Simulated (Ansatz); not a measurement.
The starting structures come from a database of crystals and need not be the phases stable at ambient conditions.

 Where the default PAW files enter, the runs use the earlier of Ansatz's two default sets.

Evanescent states of CsCd$_{4}$As$_{3}$ (P4/mmm, not sure to be the ambient phase, 8 atoms a cell, 28.2 Å³ an atom) along the normal of (001)

Computed with r2SCAN (plane waves, PAW; Ansatz, a program for electronic structure).

The gap is the functional's own, uncorrected, and κ follows it; spin-orbit coupling is left out. Mid-gap values are interpolated between the computed energies.

Energies count from the valence-band top; κ is the least over a 8×8 mesh across the current.

```csv
E (eV),κ (1/Å),where
0.03,0.022,Γ
0.07,0.036,Γ
0.12,0.044,Γ
0.17,(withheld),Γ
0.23,(withheld),Γ
0.28,(withheld),Γ
0.33,(withheld),Γ
0.38,(withheld),Γ
0.42,(withheld),Γ
0.47,0.047,Γ
0.53,0.040,Γ
0.57,0.031,Γ
```

Problem. Some entries are withheld; supply them.

Solution. 
- 0.17, κ (1/Å): 0.049
- 0.23, κ (1/Å): 0.053
- 0.28, κ (1/Å): 0.054
- 0.33, κ (1/Å): 0.055
- 0.38, κ (1/Å): 0.053
- 0.42, κ (1/Å): 0.051
